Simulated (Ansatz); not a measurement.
Zinc-blende BeS was calculated with LDA in Ansatz (PAW).

Total energies, extrapolated to zero smearing (they compare only within this program, potentials and cutoff; free atoms with spin allowed, lowest state found):

```tsv
system	energy (eV/atom)
zinc-blende BeS, relaxed	-480.0098
free Be atom	-84.0083
free S atom	-865.6304
```

Task: Work out the cohesive energy per atom.

Result: E_coh = [1 × (-84.0083) + 1 × (-865.6304)]/2 − (-480.0098) = 5.19 eV/atom. The reference value is 4.36 ± 0.03 eV/atom (derived here from tabulated measurements, copied from a table, unchecked, brought to a static lattice with a Debye model, atoms in their spin–orbit ground levels; inputs from the CRC Handbook), a difference of +0.83 eV/atom.

The PAW data were made under PBE.

Ansatz is a first-principles code.
